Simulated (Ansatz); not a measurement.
## Lattice constant a of rock-salt alkali halides: LDA against PBE

Ansatz (plane waves, PAW); cells keep the symmetry of their structure type. Ansatz (a quantum-chemistry and plane-wave program) is a plane-wave DFT program; potentials: the later of its two PAW sets. Static lattice, each level relaxed to under 0.1 GPa.

Here x stands for PBE a and y for LDA less PBE.

```
solid  PBE a (Å)  LDA less PBE (Å)
-----  ---------  ----------------
LiF        4.068            -0.159
NaF        4.701            -0.198
KCl        6.382            -0.305
RbCl       6.699                 ?
KBr        6.706            -0.334
KI         7.182            -0.365
```

### Question
Using a straight line, estimate the missing y at x = 6.699 from the other rows, showing the fit.

### Answer
With u = x - 5.8, the rows have u = -1.7320, -1.0990, 0.5820, 0.9060, 1.3820. Means: u 0.0078000, y -0.2722. About the means, the sum of products is -0.48094 and the sum of squares of u is 7.2768; the slope is their ratio. Least squares gives y = -0.2717 - 0.06609·u. Residuals (row less fit): -0.0018, 0.0011, 0.0052, -0.0024, -0.0020; standard error 0.0037 (degrees of freedom: 3). The slope is -0.0661 with a standard error of 0.0014. At the withheld row, u = 0.8990, so y = -0.2717 - 0.06609 × 0.8990 = -0.3311 Å. The calculation gives -0.321 Å, 0.0101 Å above the prediction (4.9 % of the range of y in the table). The row lies between fitted rows. From the scatter of the fitted rows alone, a prediction at this place has a standard error of 0.0042 Å, so the miss is 2.4 times that.

The rows are a random draw from the solids of this series computed here; series whose standard error about the line passes 12 to 30 % of the range of y, or with no trend, aren't shown in this form.
